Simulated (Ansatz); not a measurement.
An ideal cubic perovskite cell is held by its symmetry; such compounds can tilt or shift off centre at room temperature. The starting structures come from a database of crystals and need not be the phases stable at ambient conditions.

 Where the default PAW files enter, the runs use the earlier of Ansatz's two default sets.

Input:

```yaml
crystal:
  lattice:
    - [5.83901, 0.00000, 0.00000]
    - [0.00000, 5.83901, 0.00000]
    - [0.00000, 0.00000, 5.83901]
  atoms:
    - { symbol: Cs, position: [0.00000, 0.00000, 0.00000] }
    - { symbol: Sn, position: [0.50000, 0.50000, 0.50000] }
    - { symbol: Br, position: [0.50000, 0.00000, 0.50000] }
    - { symbol: Br, position: [0.00000, 0.50000, 0.50000] }
    - { symbol: Br, position: [0.50000, 0.50000, 0.00000] }
```

Space group of this cell: Pm-3m, cubic perovskite. The cell is taken as given; by PBEsol its mean pressure is -0.8 GPa.

The current runs along the normal of the first two printed vectors, the (001) plane. All runs by Ansatz (an electronic-structure program), plane waves and PAW, without spin-orbit coupling; the base is PBEsol.

```tsv
run	mean pressure (GPa)	gap (eV)	mid-gap κ (1/Å)
base	-0.8	0.43	0.033
all lengths scaled by 1.02	-1.7	0.72	0.055
lda in place of pbesol	-1.9	(withheld)	(withheld)
lengths across the current scaled by 1.02, ions clamped	-1.4	(withheld)	(withheld)
lengths along the current scaled by 0.97, ions clamped	-0.1	(withheld)	(withheld)
lengths along the current scaled by 1.03, ions clamped	-1.3	0.45	0.039
```

Q: What belongs in the gaps?

A: 
- lda in place of pbesol, gap (eV): 0.44
- lda in place of pbesol, mid-gap κ (1/Å): 0.035
- lengths across the current scaled by 1.02, ions clamped, gap (eV): 0.58
- lengths across the current scaled by 1.02, ions clamped, mid-gap κ (1/Å): 0.050
- lengths along the current scaled by 0.97, ions clamped, gap (eV): 0.18
- lengths along the current scaled by 0.97, ions clamped, mid-gap κ (1/Å): 0.024
